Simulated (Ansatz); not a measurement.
Band structure of Zr2Al3Zn (R-3m, 6 atoms in the cell).

```
CELL_PARAMETERS angstrom
      2.66596     1.53919     4.26785
     -2.66596     1.53919     4.26785
      0.00000    -3.07839     4.26785
ATOMIC_POSITIONS crystal
  Zr 0.62451 0.62451 0.62451
  Zr 0.37549 0.37549 0.37549
  Al 0.00000 0.50000 0.00000
  Al 0.00000 0.00000 0.50000
  Al 0.50000 0.00000 0.00000
  Zn 0.00000 0.00000 0.00000
```

Level of theory: PBEsol, PAW files made with PBE (plane waves; Ansatz, a first-principles code).

Settings: basis.ecutwfc = 420 eV; kpoints.mp_grid.grid = 7 7 7; hamiltonian.xc = pbesol; hamiltonian.pseudopotentials = {kind: paw} (an earlier, softer set of the program's PAW files); scf.occupations.method = gaussian; scf.occupations.width = 0.136 eV; kpoints.band_path.path = [[0.0, 0.0, 0.0], [0.5, 0.0, 0.0], [0.5, 0.25337835, -0.25337835]]; kpoints.band_path.npoints = 8.

The starting cell comes from a database of computed structures (which also holds hypothetical and non-ambient phases and stackings), without a prior relaxation at this level. Its lattice was rescaled by a random factor within 2.5 % of one.

Levels in eV from the Fermi level, bands 20 to 27:
```json
[
 {"point": "Γ", "20": "-2.33", "21": "-2.33", "22": "-2.11", "23": "-2.11", "24": "1.18", "25": "2.46", "26": "2.66", "27": "2.66"},
 {"point": "L", "20": "-1.48", "21": "-0.63", "22": "-0.56", "23": "-0.42", "24": "1.47", "25": "1.96", "26": "2.72", "27": "3.04"},
 {"point": "B1", "20": "-1.19", "21": "-0.83", "22": "-0.06", "23": "0.00", "24": "0.76", "25": "0.96", "26": "1.62", "27": "1.92"}
]
```

Bands cross the Fermi level along this path, so the cell is metallic at this level.

Keys are those of Ansatz 0.2.
